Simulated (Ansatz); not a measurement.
Consider Zr in the diamond structure (space group Fd-3m, No. 227; a = 6.137 Å; a hypothetical phase, not in the database extracts checked).

Structures relaxed with PBEsol (Ansatz, a quantum-chemistry and plane-wave program), no spin-orbit coupling.

Base:

Simulated powder pattern, Cu Kα1, λ = 1.54056 Å (kinematic, ideal powder, no thermal factors, no anomalous dispersion; the 14 strongest lines at most, above 2 %, up to 2θ = 90°):

```tsv
2θ (°)	I/Imax (%)	hkl
25.11	100	(111)
41.59	78	(220)
49.20	47	(311)
60.27	13	(400)
66.33	19	(331)
75.88	26	(422)
81.41	14	(333)
```

After one change:

Simulated powder pattern, Cu Kα1, λ = 1.54056 Å (kinematic, ideal powder, no thermal factors, no anomalous dispersion; the 14 strongest lines at most, above 2 %, up to 2θ = 90°):

| 2θ (°) | I/Imax (%) |
|---|---|
| 24.64 | 100 |
| 40.79 | 78 |
| 48.24 | 48 |
| 59.05 | 13 |
| 64.97 | 19 |
| 74.25 | 26 |
| 79.61 | 15 |
| 88.37 | 8.7 |

**Question.** What was done to the base?
A. pressure 7.5 GPa
B. pressure −2 GPa
C. pressure 10 GPa
D. pressure 3 GPa

**Answer.** B, pressure −2 GPa. Its volume per atom is 30.55 Å³ against 28.90 Å³, and its space group is Fd-3m (No. 227).

Load acts through the strain it causes; cell and atoms are relaxed under it. Stability against distortions was not tested. Competing high-pressure phases were not computed. The final runs are not spin-polarised. Zr has a high density of states at the Fermi level and may be magnetic at this level.
